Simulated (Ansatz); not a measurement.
**Short convergence ladders for LaPt₃ (P4mm, 4 atoms in the cell)**

```
CELL_PARAMETERS angstrom
      4.19336     0.00000     0.00000
      0.00000     4.19336     0.00000
      0.00000     0.00000     4.19336
ATOMIC_POSITIONS crystal
  La 0.00000 0.00000 0.01192
  Pt 0.00000 0.50000 0.50000
  Pt 0.50000 0.00000 0.50000
  Pt 0.50000 0.50000 0.00000
```

Base method: LDA (PW92), default PAW files made with PBE (plane waves; Ansatz, a first-principles code).

Base settings: basis.ecutwfc = 30.9 Ry; kpoints.mp_grid.grid = 8 8 8; hamiltonian.xc = lda; hamiltonian.pseudopotentials = {kind: paw} (the program's default PAW files); scf.occupations.method = gaussian; scf.occupations.width = 0.0073 Ry.

The count of work is k-points × plane waves × bands × iterations; it is no time. Core times come from one kind of shared machine, to one figure; runs under 30 s give none.

**The k-point mesh at a smearing width of 0.05 eV**

In this ladder: scf.occupations.width = 0.0037 Ry.

The second cell is the first with its lattice scaled by 0.98.

Only quantities that move along the ladder and can be compared are tabulated.

```csv
kpoints.mp_grid.grid,free energy less the last step's (meV/atom),energy of the compressed cell less the first (meV/atom),pressure (GPa),largest difference of a force vector from the last step's (eV/Å),count of work / last
3 3 3,-28.75,-11.69,-6.68,0.022,0.013
4 4 4,12.07,-8.65,-6.32,0.010,0.033
5 5 5,-7.63,-9.37,-6.40,0.003,0.033
6 6 6,-4.98,-12.45,-6.82,0.018,0.085
7 7 7,7.21,-10.29,-6.46,0.005,0.073
9 9 9,-0.97,-10.16,-6.51,0.006,0.14
11 11 11,1.54,-9.53,-6.42,0.002,0.23
15 15 15,0.15,-10.06,-6.48,0.002,0.52
19 19 19,0.00,-10.11,-6.48,0.000,1.0
```

Coarsest kpoints.mp_grid.grid that holds the pressure within 0.05 GPa of the last step, with all finer ones: 15 15 15; the step before is off by 0.06 GPa.

Coarsest kpoints.mp_grid.grid that holds the forces within 0.02 eV/Å of the last step, with all finer ones: 4 4 4, at 0.033 of the last step's count of work; the step before is off by 0.022 eV/Å.

Coarsest kpoints.mp_grid.grid that holds the energy of the compressed cell less the first within 0.2 meV/atom of the last step, with all finer ones: 15 15 15; the step before is off by 0.58 meV/atom.

The energy difference between the two cells stays within 1 meV/atom of the last step's from 7 7 7 on, the total only from 15 15 15 on: much of the error is common to both cells and cancels.

**The width of Gaussian smearing**

In this ladder: kpoints.mp_grid.grid = 13 13 13.

Narrow widths need finer meshes than wide ones, so the last steps can hold mesh noise.

Only quantities that move along the ladder and can be compared are tabulated; pressure and forces are left out, as mesh noise rules them at narrow widths.

| scf.occupations.width | free energy less the last step's (meV/atom) | energy extrapolated to zero width less the last step's (meV/atom) | core time / last (rough) |
|---|---|---|---|
| 0.0735 Ry | -112.84 | -10.43 | 0.8 |
| 0.0367 Ry | -33.07 | -3.23 | 0.6 |
| 0.022 Ry | -12.46 | -0.34 | 0.8 |
| 0.0147 Ry | -5.38 | 0.16 | 0.7 |
| 0.0073 Ry | -0.99 | 0.07 | 0.7 |
| 0.0037 Ry | 0.00 | 0.00 | 1 |

Widest scf.occupations.width that holds the free energy within 5 meV/atom of the last step, with all finer ones: 0.0073 Ry; the step before is off by 5.4 meV/atom.

Widest scf.occupations.width that holds the energy extrapolated to zero width within 2 meV/atom of the last step, with all finer ones: 0.022 Ry; the step before is off by 3.2 meV/atom.

The extrapolation to zero width removes most of the smearing's effect on the energy.

**The mesh under tetrahedron occupations**

In this ladder: scf.occupations.method = tetrahedron; scf.occupations.width = default.

Only quantities that move along the ladder and can be compared are tabulated.

| kpoints.mp_grid.grid | free energy less the last step's (meV/atom) | pressure (GPa) | largest difference of a force vector from the last step's (eV/Å) | count of work / last |
|---|---|---|---|---|
| 3 3 3 | -35.38 | -6.49 | 0.026 | 0.013 |
| 4 4 4 | 7.71 | -6.18 | 0.012 | 0.034 |
| 5 5 5 | -12.19 | -6.37 | 0.005 | 0.029 |
| 6 6 6 | -14.30 | -6.69 | 0.008 | 0.073 |
| 8 8 8 | 1.23 | -6.38 | 0.004 | 0.14 |
| 10 10 10 | -1.27 | -6.50 | 0.000 | 0.20 |
| 12 12 12 | -1.08 | -6.48 | 0.002 | 0.36 |
| 15 15 15 | 0.16 | -6.47 | 0.000 | 0.52 |
| 18 18 18 | 0.00 | -6.48 | 0.000 | 1.0 |

Coarsest kpoints.mp_grid.grid that holds the free energy within 0.5 meV/atom of the last step, with all finer ones: 15 15 15; the step before is off by 1.1 meV/atom.

Coarsest kpoints.mp_grid.grid that holds the forces within 0.01 eV/Å of the last step, with all finer ones: 5 5 5, at 0.029 of the last step's count of work; the step before is off by 0.012 eV/Å.

Coarsest kpoints.mp_grid.grid that holds the pressure within 0.05 GPa of the last step, with all finer ones: 10 10 10, at 0.20 of the last step's count of work; the step before is off by 0.10 GPa.

On the base run: the starting cell comes from a database of computed structures (which also holds hypothetical and non-ambient phases and stackings), without a prior relaxation at this level. Its lattice was rescaled by up to half a per cent. One atom was moved a little off its site on purpose. Spin polarisation is off. In the base run, with a pressure of about -6 GPa the cell is away from its equilibrium volume at this level. Ansatz's pressure includes its estimate of the finite-basis (Pulay) stress.

Left out of this page: 2 runs of the series outside the window shown, repeating another row's setting, or not comparable.

Keys are those of Ansatz 0.2.
